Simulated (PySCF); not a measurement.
PySCF 2.14.0, PBE0/def2-svp: O[Si@@H]1C=C(F)C=N1, 11 atoms. The geometry is a generated start, not checked to be a minimum at this level.

| Item | Value |
|---|---|
| task | energy and gradient |
| method | pbe0 |
| basis | def2-svp |
| mol.max_memory | 7000 MB |
| mf.init_guess | minao (default) |
| mf.DIIS | CDIIS (default) |
| mf.diis_space | 8 (default) |
| mf.conv_tol | 1e-09 (default) |
| mf.grids.level | 3 (default) |
| basis functions (reference run) | 122 |
| grid points (reference run) | 143016 |

```xyz
11

O     -2.3246    -0.0946    -0.1697
Si    -0.9994    -0.2721     0.7856
C      0.3138     0.9982     0.6572
C      1.2804     0.6402    -0.2492
F      2.3705     1.3602    -0.5434
C      0.9428    -0.5949    -0.8158
N     -0.2128    -1.2342    -0.4458
H     -2.0192    -0.6012    -0.9506
H     -1.2031    -1.0229     2.0413
H      0.2736     1.8909     1.2542
H      1.5781    -1.0696    -1.5637
```
Charge 0, spin multiplicity 1.

The reference run uses exact four-centre integrals. Single runs; times are not shown.

Settings tried, all else as in the reference:
- density fitting, auxbasis = def2-universal-jfit
- density fitting, auxbasis = autoaux
- density fitting
- density fitting of J alone, exact K

Which settings reproduce the reference to 1.0 meV/atom in energy, 10 meV/Å in forces (largest component)?

Within it: density fitting; density fitting, auxbasis = autoaux; density fitting of J alone, exact K. Outside: density fitting, auxbasis = def2-universal-jfit.

```csv
setting,energy against the reference,difference in forces (largest component)
density fitting,−0.059 meV/atom,0.99 meV/Å
"density fitting, auxbasis = autoaux",+0.14 meV/atom,2.2 meV/Å
"density fitting of J alone, exact K",−0.32 meV/atom,1.1 meV/Å
"density fitting, auxbasis = def2-universal-jfit",+990 meV/atom,1100 meV/Å
```

Total energies are compared; such shifts often cancel in part in energy differences. def2-universal-jfit is made for Coulomb alone and misses functions that exchange needs. Also tried and not ranked: density fitting, auxbasis = def2-universal-jkfit (same energy as a listed run); COSX exchange (sgx_fit, pjs) with fitted J, mf.with_df.grids_level_i = 1, mf.with_df.grids_level_f = 1 (gradient came out as NaN); COSX exchange (sgx_fit, pjs) with fitted J, mf.with_df.grids_level_i = 1, mf.with_df.grids_level_f = 2 (default) (gradient came out as NaN); COSX exchange (sgx_fit, pjs) with fitted J, mf.with_df.grids_level_i = 1, mf.with_df.grids_level_f = 3 (gradient came out as NaN); COSX exchange (sgx_fit, pjs) with fitted J, mf.with_df.grids_level_i = 1, mf.with_df.grids_level_f = 4 (gradient came out as NaN). The tolerance is a choice made for this comparison.
